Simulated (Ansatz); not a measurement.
Ti under a change: biaxial strain +0.50 %, plane normal [001], relaxed out of plane

The parent structure is Ti in the hcp (Mg type) structure (space group P6_3/mmc, No. 194; a = 2.9398 Å, c = 4.6540 Å; relaxed with 0.1 eV smearing). Axes: x lies along a and z along c of the hexagonal cell.

Perturbation: biaxial strain +0.50 %, plane normal [001], relaxed out of plane (Cartesian); in-plane vectors clamped, the third vector and the atoms free.

Computed with PBE, PAW, 420 eV (Ansatz, an electronic-structure program; spin-orbit coupling left out). k-mesh 23×23×13 (Γ-centred); smearing 0.1 eV (Fermi–Dirac).

The volume per atom goes up by 0.10 Å³ to 17.52 Å³ and the shortest interatomic distance decreases by 0.002 Å (2.880 Å → 2.878 Å). The band gap is still zero and the out-of-plane strain is -0.40 %.

Cost of the whole job for the changed cell (relaxation, final SCF and bands): roughly 50 core-seconds.

Stability against distortions was not tested. The final runs are not spin-polarised.
